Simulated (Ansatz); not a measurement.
Structures of equal composition on the (111)A surface of 3C silicon carbide (Si plane on top): (√3x√3)R30° Sn adatom at H3; (√3x√3)R30° Sn adatom at T4. The slabs share one bottom face, and each structure is named by its start. These are constructed structures in small cells; real faces may alloy, dewet or reconstruct in larger ones, and not all known structures of the face are among them. Slabs of about 10 Å with all that they carry, Fermi-Dirac smearing of 0.025 eV. Bottom of the slabs: H caps. Relaxed from the named starts with such symmetry as they have, on meshes of like density; energies extrapolated to zero smearing; no spin-orbit coupling, no U. Spin-polarised runs, if any, are marked in brackets, and their order is one that fits the cell; the others ran without spin. Where a second, spin-polarised start was run, the lower counts.

Host crystal: 3C silicon carbide, with a band gap (PBE, scalar-relativistic without spin-orbit coupling).

Calculation: r2SCAN, at the PBE geometry (plane waves to 500 eV, PAW; Ansatz, a program for electronic structure).

### Question
Put the candidates in order of energy per 1x1 cell, lowest first, for r2SCAN, at the PBE geometry.

### Answer
(√3x√3)R30° Sn adatom at T4 (0.000 eV [spin, 1.0 μB a cell], gap 0.57 eV on the mesh), (√3x√3)R30° Sn adatom at H3 (0.144 eV [spin, 1.0 μB a cell], gap 0.51 eV on the mesh)
